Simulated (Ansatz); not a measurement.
GeSb₂Te₄ (R3m, No. 160, 7 atoms in the cell; start mp-1224350) was calculated with r²SCAN in Ansatz (plane waves, PAW).

The run printed, among other lines:

```
Crystal: 7 atoms, lattice volume = 213.834 Å³
Basis set: ecut = 560 eV, 6443 PW (Γ), FFT grids on a1−a3, a2−a3, a3, exchange–correlation on 108×108×324 points (27 copies of the dense FFT grid, shifted against one another)
Bands: 65, of which v1, the nominal top of the filled ones, is band 54 counted from 1 (53 counted from 0)
Symmetry: 6 space group operations
Space group: R3m (ITA 160), of the structure as read, at distance tolerance 6.0e-5 Å
k-points: 116 of 1000 (time reversal used)
Functional: x = r2scan, c = r2scan; τ floored in thin density (d = 2e-4 eV/Å³)
SCF iter   1: F=—  HF=-45280.971711 eV  |F-HF|=—  |Δ(HF+E_count)|=         —  Δρ=4.13e-3  dr2=6.85e-2  dr2_τ=4.22e-3
SCF iter   2: F=—  HF=-45280.997764 eV  |F-HF|=—  |Δ(HF+E_count)|=   2.61e-2  Δρ=2.17e-3  dr2=2.12e-2  dr2_τ=1.41e-4
  ...
SCF iter  10: F=—  HF=-45280.998489 eV  |F-HF|=—  |Δ(HF+E_count)|=   1.12e-8  Δρ=7.57e-7  dr2=1.82e-9  dr2_τ=2.58e-11
SCF iter  11: F=-45280.998489 eV  HF=-45280.998489 eV  |F-HF|=3.06e-10  |Δ(HF+E_count)|=  9.75e-10  Δρ=2.61e-7  dr2=4.25e-10  dr2_τ=5.00e-12
SCF 1 converged in 11 iterations: F = -45280.998489 eV  dr2 = 4.25e-10
SCF converged after 11 iterations
Free energy (F): -45280.998489 eV
Internal energy: -45280.998487 eV  (E = F + TS)
E sigma→0 (E₀):  -45280.998488 eV
Fermi energy:    9.628862 eV
--- Forces (eV/Å), atoms counted from 1 ---
  atom   1  Ge     0.00000000    -0.00000000     0.12721246
  atom   2  Sb     0.00000000     0.00000000    -0.09580517
  atom   3  Sb     0.00000000    -0.00000000     0.08264900
  atom   4  Te     0.00000000     0.00000000    -0.42189334
  atom   5  Te     0.00000000    -0.00000000     0.20794223
  atom   6  Te     0.00000000    -0.00000000     0.00391669
  atom   7  Te     0.00000000     0.00000000     0.09597751
--- Stress (GPa, compression-positive) ---
        1.078668       0.000000       0.000000
       -0.000000       1.078668      -0.000000
        0.000000      -0.000000       1.299126
  P = ⅓ Tr σ = 1.1522 GPa (11.522 kbar)
```

**Question.** Write an input file that could have produced this run (the log leaves some choices open).

**Answer.** This is not unique; one that fits is 
Ansatz 0.2 input:
```yaml
crystal:
  lattice:
    - [2.127951788, 1.2285735376, 13.6321080292]
    - [-2.127951788, 1.2285735376, 13.6321080292]
    - [0.0, -2.4571470752, 13.6321080292]
  atoms:
    - { symbol: Ge, position: [0.4313051159, 0.4313051159, 0.4313051159] }
    - { symbol: Sb, position: [0.5718869019, 0.5718869019, 0.5718869019] }
    - { symbol: Sb, position: [0.001623661, 0.001623661, 0.001623661] }
    - { symbol: Te, position: [0.1331306055, 0.1331306055, 0.1331306055] }
    - { symbol: Te, position: [0.8635553258, 0.8635553258, 0.8635553258] }
    - { symbol: Te, position: [0.2878262883, 0.2878262883, 0.2878262883] }
    - { symbol: Te, position: [0.7107191015, 0.7107191015, 0.7107191015] }
basis:
  ecutwfc: 560
  ecutrho_ratio: 4
  xc_grid: 3
kpoints:
  mp_grid: { grid: [10, 10, 10] }
  band_path:
    path:
      - [0.0, 0.0, 0.0]
      - [-0.5, -0.5, -0.5]
      - [-0.5, -0.463565, -0.536435]
      - [-0.5, -0.427129, -0.572871]
      - [-0.5, -0.390694, -0.609306]
      - [-0.5, -0.354258, -0.645742]
      - [-0.5, -0.317823, -0.682177]
      - [-0.5, -0.281388, -0.718612]
      - [-0.5, -0.244952, -0.755048]
      - [-0.5, -0.208517, -0.791483]
      - [-0.5, -0.172081, -0.827919]
      - [-0.172081, 0.172081, -0.5]
      - [-0.129061, 0.129061, -0.5]
      - [-0.086041, 0.086041, -0.5]
      - [-0.04302, 0.04302, -0.5]
      - [0.0, 0.0, -0.5]
      - [0.0, 0.0, -0.4375]
      - [0.0, 0.0, -0.375]
      - [0.0, 0.0, -0.3125]
      - [0.0, 0.0, -0.25]
      - [0.0, 0.0, -0.1875]
      - [0.0, 0.0, -0.125]
      - [0.0, 0.0, -0.0625]
      - [0.0, 0.033604, -0.033604]
      - [0.0, 0.067208, -0.067208]
      - [0.0, 0.100812, -0.100812]
      - [0.0, 0.134416, -0.134416]
      - [0.0, 0.16802, -0.16802]
      - [0.0, 0.201624, -0.201624]
      - [0.0, 0.235229, -0.235229]
      - [0.0, 0.268833, -0.268833]
      - [0.0, 0.302437, -0.302437]
      - [0.0, 0.336041, -0.336041]
      - [-0.336041, 0.0, -0.663959]
      - [-0.377031, 0.0, -0.622969]
      - [-0.41802, 0.0, -0.58198]
      - [-0.45901, 0.0, -0.54099]
      - [-0.5, 0.0, -0.5]
      - [-0.4375, 0.0, -0.4375]
      - [-0.375, 0.0, -0.375]
      - [-0.3125, 0.0, -0.3125]
      - [-0.25, 0.0, -0.25]
      - [-0.1875, 0.0, -0.1875]
      - [-0.125, 0.0, -0.125]
      - [-0.0625, 0.0, -0.0625]
    npoints: 1
hamiltonian:
  xc: r2scan
  dispersion: none
  pseudopotentials: { kind: paw }
scf:
  occupations: { method: fermi_dirac, width: 0.01 }
  convergence: { dr2_threshold: 0.0000000007 }
output:
  forces: true
  stress: true
  eigenvalues: true
  write_bands: true
```

The PAW data were made under PBE.

Note: cell and atoms aren't relaxed at this level (largest force component 0.42 eV/Å, pressure 1.2 GPa).

It cost very roughly 7 core-minutes of CPU time.

A start named mp-… is a Materials Project structure, which need not be a measured phase.

Ansatz is a first-principles code.
